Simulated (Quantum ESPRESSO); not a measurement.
Quantum ESPRESSO run on Mg6NiMo (Amm2, 8 atoms in the cell): self-consistent single point.

Computed with PBEsol, SSSP 1.1.2 efficiency (PBE) pseudopotentials (plane waves; Quantum ESPRESSO 7.5).

```
Mg6NiMo
1.0
    4.71348     0.00000     0.00000
    0.00000     2.93558     5.37411
    0.00000    -2.93558     5.37411
Mg Ni Mo
6 1 1
Direct
  0.00000   0.82360   0.34598
  0.00000   0.34598   0.82360
  0.00000   0.32851   0.32851
  0.50000   0.67886   0.16302
  0.50000   0.16302   0.67886
  0.50000   0.16956   0.16956
  0.00000   0.80326   0.80326
  0.50000   0.68721   0.68721
```
Moments meant for the start (each program seeds them in its own way; μB, in the order of the atoms Mg Mg Mg Mg Mg Mg Ni Mo): 0.0 0.0 0.0 0.0 0.0 0.0 0.0 2.0.

Reference input (self-consistent single point, DFT, PBEsol, plane waves, SSSP 1.1.2 efficiency (PBE) pseudopotentials): ecutwfc = 60 Ry; ecutrho = 480 Ry; occupations = smearing; smearing = fd; degauss = 0.0036749 Ry; nspin = 2; input_dft = pbesol; K_POINTS = automatic 5 5 5 0 0 0; conv_thr = 1e-10 Ry; mixing_beta = 0.3. This run's input differs from it in these lines:

```diff
@@ -43,3 +43,3 @@
 K_POINTS {automatic}
-5 5 5  0 0 0
+6 5 5  1 1 1
```

The program printed (abridged):

```
     Self-consistent Calculation

     iteration #  1     ecut=    60.00 Ry     beta= 0.30

     total energy              =    -660.89266065 Ry
     estimated scf accuracy    <      37.26028209 Ry

     total magnetization       =     0.46 Bohr mag/cell
     absolute magnetization    =     0.98 Bohr mag/cell

     iteration #  2     ecut=    60.00 Ry     beta= 0.30

     total energy              =    -676.79951363 Ry
     estimated scf accuracy    <      36.65974420 Ry

     total magnetization       =     0.60 Bohr mag/cell
     absolute magnetization    =     0.76 Bohr mag/cell

     iteration #  3     ecut=    60.00 Ry     beta= 0.30

   [... lines left out ...]
     absolute magnetization    =     0.04 Bohr mag/cell

     iteration # 34     ecut=    60.00 Ry     beta= 0.30

     Magnetic moment per site  (integrated on atomic sphere of radius R)
     atom   1 (R=0.239)  charge=  0.7467  magn=  0.0000
     atom   2 (R=0.239)  charge=  0.7467  magn=  0.0000
     atom   3 (R=0.239)  charge=  0.6836  magn= -0.0001
     atom   4 (R=0.239)  charge=  0.7206  magn= -0.0003
     atom   5 (R=0.239)  charge=  0.7206  magn= -0.0003
     atom   6 (R=0.239)  charge=  0.7758  magn= -0.0002
     atom   7 (R=0.233)  charge= 16.9044  magn=  0.0092
     atom   8 (R=0.233)  charge= 11.3991  magn=  0.0170
     End of self-consistent calculation

     the Fermi energy is     6.7614 ev

!    total energy              =    -676.31741738 Ry
     estimated scf accuracy    <          9.3E-11 Ry
     smearing contrib. (-TS)   =      -0.00310709 Ry
     internal energy E=F+TS    =    -676.31431029 Ry

     total magnetization       =     0.03 Bohr mag/cell
     absolute magnetization    =     0.04 Bohr mag/cell

     convergence has been achieved in  34 iterations

     Forces acting on atoms (cartesian axes, Ry/au):

     atom    1 type  1   force =     0.00000000   -0.00203752    0.00260053
     atom    2 type  1   force =     0.00000000    0.00203752    0.00260053
     atom    3 type  1   force =     0.00000000    0.00000000   -0.00413694
     atom    4 type  1   force =     0.00000000    0.00017699   -0.00098127
   [... lines left out ...]

     Total force =     0.008910     Total SCF correction =     0.000008

          total   stress  (Ry/bohr**3)                   (kbar)     P=      -13.46
  -0.00010947   0.00000000   0.00000000          -16.10        0.00        0.00
   0.00000000  -0.00008211   0.00000000            0.00      -12.08        0.00
   0.00000000   0.00000000  -0.00008299            0.00        0.00      -12.21

   JOB DONE.
```

The run converged in 34 iterations. Against the reference run the free energy rises by 1.0 meV/atom, the pressure moves little (-1.36 to -1.35 GPa) and the largest force goes from 0.096 to 0.118 eV/Å.

The starting cell comes from a database of computed structures (which also holds hypothetical and non-ambient phases and stackings), without a prior relaxation at this level. The starting moments vanished: the run ended non-magnetic, which need not be the lowest state.

Cost on one core of a shared machine: roughly 20 min.
